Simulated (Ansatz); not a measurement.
Seebeck coefficient (μV/K, mean over directions) of p-type BeS (F-43m) against carrier density, HSE06, rigid bands in Ansatz (an electronic-structure program). Computed gap 4.04 eV; densities at which minority carriers matter at this gap, or further valleys turn the trend, are left out. Conductivity mass 0.64 mₑ (harmonic mean over directions), N_v = 8.0e19 cm⁻³ at 300 K.

| hole density | 300 K | 500 K |
|---|---|---|
| 1e16 cm⁻³ | 985 | 1050 |
| 1e17 cm⁻³ | 787 | 852 |
| 1e18 cm⁻³ | 589 | [?] |
| 3e18 cm⁻³ | 494 | 559 |
| 1e19 cm⁻³ | 391 | 455 |
| 3e19 cm⁻³ | 298 | [?] |
| 1e20 cm⁻³ | 201 | 261 |
| 3e20 cm⁻³ | 122 | 175 |
| 1e21 cm⁻³ | 60 | [?] |

**Question.** Some entries are withheld; supply them.

**Answer.** 
- 1e18 cm⁻³, 500 K: 653
- 3e19 cm⁻³, 500 K: 362
- 1e21 cm⁻³, 500 K: 96

Rigid bands with a gap fixed in temperature, one relaxation time for all states, no polarons or phonon drag, and whether or not such doping can be reached. Spin-orbit coupling is left out; where it splits the top of the valence band, N_v and the p-type Seebeck coefficient come out somewhat high without it. Geometry: cell and atoms relaxed with PBEsol.
